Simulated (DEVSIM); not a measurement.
System: illuminated GaAs p-on-n cell, one wavelength, at 350 K.

Layer 1 from the left is GaAs, thickness (μm) 0.0950, Na (cm⁻³) 6.9e17, τn (s) 3.3e-9, τp (s) 4.6e-9, absorption coefficient (cm⁻¹) 15000. Layer 2 from the left is GaAs, thickness (μm) 1.30, Nd (cm⁻³) 2.6e15, τn (s) 7.1e-8, τp (s) 7.1e-8, absorption coefficient (cm⁻¹) 15000.

Left contact: ohmic, minority electron recombination velocity 90 cm/s. Right contact: ohmic, minority hole recombination velocity 60000 cm/s. Voltage is applied to the left contact. Recombination: SRH at mid-gap, radiative, Auger. Light enters at the left, 2.6e16 photons cm⁻² s⁻¹, one pass, no reflection. Mobility is constant in doping.

The device is made up for the run: typed textbook-type constants, with dimensions and the other settings drawn at random. Values at 300 K; Nc and Nv go as T^1.5, mobilities as T to minus their exponent, the gap by Varshni's rule with the affinity fixed.

GaAs: gap (eV) 1.424, affinity (eV) 4.07, permittivity 12.9, Nc (cm⁻³) 4.7e17, Nv (cm⁻³) 9e18, μn (cm²/Vs) 8500, μp (cm²/Vs) 400, T exponent of μn 2.1, T exponent of μp 2.2, B (cm³/s) 2e-10, Cn (cm⁶/s) 1e-30, Cp (cm⁶/s) 1e-30, Varshni α (eV/K) 0.000541, Varshni β (K) 204.

Model (solved in DEVSIM): 1D drift-diffusion, Boltzmann statistics, complete ionisation; no tunnelling, impact ionisation, image-force lowering or self-heating.

Question: What does the simulation give for the open-circuit voltage, the largest field in the device at zero bias?

Answer: open-circuit voltage 0.725 V; largest field in the device at zero bias 52000 V/cm.
